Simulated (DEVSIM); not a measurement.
Device: Pd/HfO2/n-GaAs capacitor, at 300 K.

Layer 1 from the left is HfO2, thickness (nm) 3.60. Layer 2 from the left is GaAs, thickness (nm) 3100, Nd (cm⁻³) 4.4e16.

Metal gate on the left, work function 5.2 eV. Fixed charge at the semiconductor interface 8.2e10 cm⁻² (in units of +e); no interface traps.

This is a model device: material constants are rounded textbook-type values typed into the input, and sizes, dopings and lifetimes were drawn at random. Values at 300 K.

HfO2: gap (eV) 5.7, affinity (eV) 2.5, permittivity 22. GaAs: gap (eV) 1.424, affinity (eV) 4.07, permittivity 12.9, Nc (cm⁻³) 4.7e17, Nv (cm⁻³) 9e18.

Q: Estimate by hand the flat-band voltage, the threshold voltage, and compare with a numerical solution.

A: 
- Flat-band voltage: C = 5.41 μF/cm², work-function difference 1.069 V; VFB = φms − qNf/C = 1.07 V; numerical 1.07 V.
- Threshold voltage: φF = 0.613 V, depletion charge √(4εqNφF) = 1.40e-7 C/cm²; VT = VFB − 2φF − Qd/C = -0.18 V; numerical -0.18 V.

DEVSIM, 1D Poisson equation in equilibrium, Boltzmann statistics, complete ionisation; no quantum confinement or tunnelling. Metal contacts follow the ideal Schottky-Mott rule: no Fermi-level pinning, no interface dipoles.
